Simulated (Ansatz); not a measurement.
An Ansatz (a program for electronic structure) input (Ansatz LDA, no SOC):

Ansatz 0.2 input:
```yaml
crystal:
  lattice:
    - [0.0462925263, 3.2372396005, 3.2372396005]
    - [3.2372396005, 0.0462925263, 3.2372396005]
    - [3.2835321268, 3.2835321268, 0]
  atoms:
    - { symbol: Sn, position: [0, 0, 0] }
    - { symbol: Sn, position: [0.25, 0.25, 0.25] }
basis: { ecutwfc: 420, ecutrho_ratio: 4, xc_grid: 2, fft_grid_basis: typed }
kpoints: { mp_grid: { grid: [16, 16, 16] } }
hamiltonian:
  xc: lda
  dispersion: none
  pseudopotentials: { kind: paw }
scf: { occupations: { method: fermi_dirac, width: 0.1 }, convergence: { dr2_threshold: 0.0000000002 } }
relax: { f_tol: 0.005, max_steps: 50 }
output: { forces: true, stress: true }
checkpoint: { write: state.ck, write_every: 1000 }
```

**Question.** Which symmetry and how many k-points will the program report, and about how many plane waves at Γ?

**Answer.** Space group Imma (ITA 74) with 8 operations, k-points 621 of 4096, and 1327 plane waves at Γ.

The cells carry an imposed strain or load. Whether these cells are dynamically stable was not tested. The cell was made from Sn in the diamond structure (space group Fd-3m, No. 227) by this change: tensor shear ε_xy = +1.43 %.
